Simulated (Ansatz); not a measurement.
Given:

End structure of the (31-40) surface of hcp Mg in its 1x1 cell, outermost plane spacing 0.51 Å in the ideal cut:

```yaml
crystal:
  lattice:
    - [5.17909, 0.00000, 0.00000]
    - [0.00000, 11.53422, 0.00000]
    - [0.00000, 0.00000, 27.00000]
  atoms:
    - { symbol: Mg, position: [0.25000, 0.15617, 0.31209] }
    - { symbol: Mg, position: [0.75000, 0.30080, 0.32796] }
    - { symbol: Mg, position: [0.25000, 0.88724, 0.33820] }
    - { symbol: Mg, position: [0.75000, 0.03499, 0.35064] }
    - { symbol: Mg, position: [0.25000, 0.61871, 0.36418] }
    - { symbol: Mg, position: [0.75000, 0.76826, 0.37772] }
    - { symbol: Mg, position: [0.25000, 0.35112, 0.39064] }
    - { symbol: Mg, position: [0.75000, 0.50214, 0.40719] }
    - { symbol: Mg, position: [0.25000, 0.08044, 0.42255] }
    - { symbol: Mg, position: [0.75000, 0.23097, 0.43866] }
    - { symbol: Mg, position: [0.25000, 0.80890, 0.44989] }
    - { symbol: Mg, position: [0.75000, 0.95904, 0.46505] }
    - { symbol: Mg, position: [0.25000, 0.53772, 0.47747] }
    - { symbol: Mg, position: [0.75000, 0.68961, 0.49290] }
    - { symbol: Mg, position: [0.25000, 0.27192, 0.50710] }
    - { symbol: Mg, position: [0.75000, 0.42382, 0.52253] }
    - { symbol: Mg, position: [0.25000, 0.00250, 0.53495] }
    - { symbol: Mg, position: [0.75000, 0.15264, 0.55011] }
    - { symbol: Mg, position: [0.25000, 0.73057, 0.56134] }
    - { symbol: Mg, position: [0.75000, 0.88110, 0.57745] }
    - { symbol: Mg, position: [0.25000, 0.45939, 0.59281] }
    - { symbol: Mg, position: [0.75000, 0.61042, 0.60936] }
    - { symbol: Mg, position: [0.25000, 0.19328, 0.62228] }
    - { symbol: Mg, position: [0.75000, 0.34283, 0.63582] }
    - { symbol: Mg, position: [0.25000, 0.92655, 0.64936] }
    - { symbol: Mg, position: [0.75000, 0.07430, 0.66180] }
    - { symbol: Mg, position: [0.25000, 0.66074, 0.67204] }
    - { symbol: Mg, position: [0.75000, 0.80537, 0.68791] }
```

Slab: 28 atoms, 10.5 Å thick at the start; k 7x4x1, smearing 0.1 eV, dipole-corrected; all atoms relaxed; start symmetry kept, larger cells not searched; no spin, no spin-orbit, no U.

### Question
What surface energy (mean of both faces) does PBE run with Ansatz (a program for electronic structure) give?

### Answer
0.67 J/m²

### Question
Estimate the work function of the top face that PBE returns for this input.

### Answer
3.52 eV
